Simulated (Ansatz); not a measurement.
A self-consistent single point of AlN (Fm-3m, 2 atoms in the cell) with Ansatz (a quantum-chemistry and plane-wave program).

Method of the run: LDA (PW92), default PAW files made with PBE (plane waves; Ansatz).

The change in words: lattice scaled by 0.98; basis.ecutrho_ratio: default → 2. Reference geometry:
```
CELL_PARAMETERS angstrom
      0.00000     2.04469     2.04469
      2.04469     0.00000     2.04469
      2.04469     2.04469     0.00000
ATOMIC_POSITIONS crystal
  Al 0.50000 0.50000 0.50000
  N  0.00000 0.00000 0.00000
```

Reference input (self-consistent single point, DFT, LDA (PW92), plane waves, default PAW files made with PBE): basis.ecutwfc = 420 eV; kpoints.mp_grid.grid = 10 10 10; hamiltonian.xc = lda; hamiltonian.pseudopotentials = {kind: paw} (the program's default PAW files); scf.occupations.method = fixed. This run's input differs from it in these lines:

Ansatz 0.2 input:
```diff
@@ -3,5 +3,5 @@
   lattice:
-    - [0.000000, 2.044693, 2.044693]
-    - [2.044693, 0.000000, 2.044693]
-    - [2.044693, 2.044693, 0.000000]
+    - [0.000000, 2.003799, 2.003799]
+    - [2.003799, 0.000000, 2.003799]
+    - [2.003799, 2.003799, 0.000000]
   atoms:
@@ -11,2 +11,3 @@
   ecutwfc: 420.0
+  ecutrho_ratio: 2
 kpoints:
```

Output, abridged:

```
SCF iter   1: F=—  HF=-889.668738 eV  |F-HF|=—  |Δ(HF+E_count)|=         —  Δρ=9.93e-3  dr2=1.59e-2  ethr=1.77e-3  ⟨swp⟩=4.1  Hψ=2330  notcnv=0  defer=67
all-band conjugate gradients solve this SCF's bands
preconditioner: auto → none
SCF iter   2: F=—  HF=-889.663816 eV  |F-HF|=—  |Δ(HF+E_count)|=   4.92e-3  Δρ=4.63e-3  dr2=1.54e-3  ethr=1.99e-4  ⟨swp⟩=2.3  Hψ=894  notcnv=0  defer=90
SCF iter   3: F=—  HF=-889.663298 eV  |F-HF|=—  |Δ(HF+E_count)|=   5.17e-4  Δρ=1.67e-3  dr2=1.65e-4  ethr=1.92e-5  ⟨swp⟩=2.4  Hψ=607  notcnv=0  defer=83
SCF iter   4: F=—  HF=-889.663226 eV  |F-HF|=—  |Δ(HF+E_count)|=   7.25e-5  Δρ=1.67e-4  dr2=1.50e-6  ethr=2.07e-6  ⟨swp⟩=2.9  Hψ=575  notcnv=0  defer=85
SCF iter   5: F=—  HF=-889.663224 eV  |F-HF|=—  |Δ(HF+E_count)|=   1.71e-6  Δρ=8.98e-6  dr2=4.31e-9  ethr=1.87e-8  ⟨swp⟩=2.0  Hψ=564  notcnv=0  defer=15
SCF iter   6: F=-889.663224 eV  HF=-889.663224 eV  |F-HF|=7.28e-12  |Δ(HF+E_count)|=   1.33e-9  Δρ=6.08e-7  dr2=2.42e-11  ethr=5.39e-11  ⟨swp⟩=3.7  Hψ=1894  notcnv=0
SCF 1 converged in 6 iterations: F = -889.663224 eV  dr2 = 2.42e-11
Free energy (F): -889.663224 eV
Internal energy: -889.663224 eV  (E = F + TS)
E sigma→0 (E₀):  -889.663224 eV
Fermi energy:    11.319379 eV
--- Forces (eV/Å), atoms counted from 1 ---
  atom   1  Al     0.00000000     0.00000000     0.00000000
  atom   2  N     -0.00000000    -0.00000000     0.00000000
--- Stress (GPa, compression-positive) ---
        0.828157       0.000000       0.000000
       -0.000000       0.828157      -0.000000
       -0.000000      -0.000000       0.828157
  P = ⅓ Tr σ = 0.8282 GPa (8.282 kbar)
  The stress holds the Pulay correction, which leaves out the density cutoff's part. Without it, at fixed plane waves, as pw.x and ABINIT print it …
settings of this run that can trade accuracy for cost: basis.ecutrho_ratio < 4. Do not mix this run's numbers with those of runs without the same settings …
```

The run converged in 6 iterations. Against the reference run the free energy falls by 22.9 meV/atom, the pressure goes from -14.34 to 0.83 GPa and the gap on the mesh goes from 4.151 to 4.732 eV. The full log also holds: “WARN basis.ecutrho_ratio = 2 (ecutrho = 840 eV) is below the records' recommended cutoff”.

The starting cell comes from a database of computed structures (which also holds hypothetical and non-ambient phases and stackings), without a prior relaxation at this level. Its lattice was rescaled by up to half a per cent. For this run, on top of that: lattice scaled by 0.98. Ansatz's pressure includes its estimate of the finite-basis (Pulay) stress. Without the estimate this run gives 0.07 GPa. The cutoff lies below the one recommended for these files.
